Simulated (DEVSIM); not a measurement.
Device: abrupt Si p-n junction, at 300 K.

```tsv
layer (left to right)	material	thickness (μm)	Nd (cm⁻³)	Na (cm⁻³)	τn (s)	τp (s)
1	Si	2.90	-	1.5e19	1.2e-5	1.2e-5
2	Si	10.0	1.2e16	-	1.2e-5	1.2e-5
```

Left contact: ohmic. Right contact: ohmic. Voltage is applied to the left contact. Recombination: SRH at mid-gap. Mobility is μmin + (μ − μmin)/(1 + (N/Nref)^α).

Constants are typed, rounded textbook-type inputs, not results; the design itself was drawn at random and stands for no fabricated device. Values at 300 K.

```tsv
parameter	Si
gap (eV)	1.124
affinity (eV)	4.05
permittivity	11.7
Nc (cm⁻³)	2.86e19
Nv (cm⁻³)	3.1e19
μn (cm²/Vs)	1417
μp (cm²/Vs)	470
μn,min	52
μp,min	45
Nref,n	9.7e16
Nref,p	2.2e17
αn	0.68
αp	0.72
```

DEVSIM, 1D drift-diffusion, Boltzmann statistics, complete ionisation; no tunnelling, impact ionisation, image-force lowering or self-heating.

The thickness of layer 2 was swept, all else fixed.

```json
[
 {"thickness of layer 2 (μm)": "2", "dark forward voltage at 1 A/cm² (V)": "0.598", "dark forward voltage at 100 A/cm² (V)": "0.728"},
 {"thickness of layer 2 (μm)": "3.5", "dark forward voltage at 1 A/cm² (V)": "0.613", "dark forward voltage at 100 A/cm² (V)": "0.746"},
 {"thickness of layer 2 (μm)": "6", "dark forward voltage at 1 A/cm² (V)": "0.628", "dark forward voltage at 100 A/cm² (V)": "0.766"},
 {"thickness of layer 2 (μm)": "10", "dark forward voltage at 1 A/cm² (V)": "0.641", "dark forward voltage at 100 A/cm² (V)": "0.786"},
 {"thickness of layer 2 (μm)": "17", "dark forward voltage at 1 A/cm² (V)": "0.656", "dark forward voltage at 100 A/cm² (V)": "0.807"},
 {"thickness of layer 2 (μm)": "30", "dark forward voltage at 1 A/cm² (V)": "0.671", "dark forward voltage at 100 A/cm² (V)": "0.832"},
 {"thickness of layer 2 (μm)": "50", "dark forward voltage at 1 A/cm² (V)": "0.685", "dark forward voltage at 100 A/cm² (V)": "0.855"}
]
```

From the first row to the last the dark forward voltage at 1 A/cm² goes from 0.598 to 0.685. From the first row to the last the dark forward voltage at 100 A/cm² goes from 0.728 to 0.855.
